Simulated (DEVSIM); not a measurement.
Structure: Al0.1Ga0.9As/GaAs p-n heterojunction, at 250 K.

Layer 1 from the left is Al0.1Ga0.9As, thickness (μm) 0.0820, Na (cm⁻³) 2.1e16, τn (s) 1.9e-8, τp (s) 1.9e-8. Layer 2 from the left is GaAs, thickness (μm) 0.180, Nd (cm⁻³) 2.1e16, τn (s) 1.9e-8, τp (s) 1.9e-8.

Left contact: ohmic. Right contact: ohmic. Voltage is applied to the left contact. Recombination: SRH at mid-gap. Mobility is μmin + (μ − μmin)/(1 + (N/Nref)^α).

The device is made up for the run: typed textbook-type constants, with dimensions and the other settings drawn at random. Values at 300 K; Nc and Nv go as T^1.5, mobilities as T to minus their exponent, the gap by Varshni's rule with the affinity fixed.

Al0.1Ga0.9As: gap (eV) 1.5487, affinity (eV) 3.991, permittivity 12.62, Nc (cm⁻³) 5.17e17, Nv (cm⁻³) 9e18, μn (cm²/Vs) 6520, μp (cm²/Vs) 317, μn,min 500, μp,min 20, Nref,n 6e16, Nref,p 1.5e17, αn 0.39, αp 0.38, T exponent of μn 2.1, T exponent of μp 2.2, Varshni α (eV/K) 0.000541, Varshni β (K) 204. GaAs: gap (eV) 1.424, affinity (eV) 4.07, permittivity 12.9, Nc (cm⁻³) 4.7e17, Nv (cm⁻³) 9e18, μn (cm²/Vs) 8500, μp (cm²/Vs) 400, μn,min 500, μp,min 20, Nref,n 6e16, Nref,p 1.5e17, αn 0.39, αp 0.38, T exponent of μn 2.1, T exponent of μp 2.2, Varshni α (eV/K) 0.000541, Varshni β (K) 204.

Model (solved in DEVSIM): 1D drift-diffusion, Boltzmann statistics, complete ionisation; no tunnelling, impact ionisation, image-force lowering or self-heating. Band offsets follow the typed affinities; no thermionic-emission limit at abrupt steps, no polarisation charge.

Task: What does the simulation give for the dark forward voltage at 1 A/cm², the largest field in the device at zero bias, the dark forward voltage at 100 A/cm²?

Result: dark forward voltage at 1 A/cm² 1.085 V; largest field in the device at zero bias 73000 V/cm; dark forward voltage at 100 A/cm² 1.193 V.
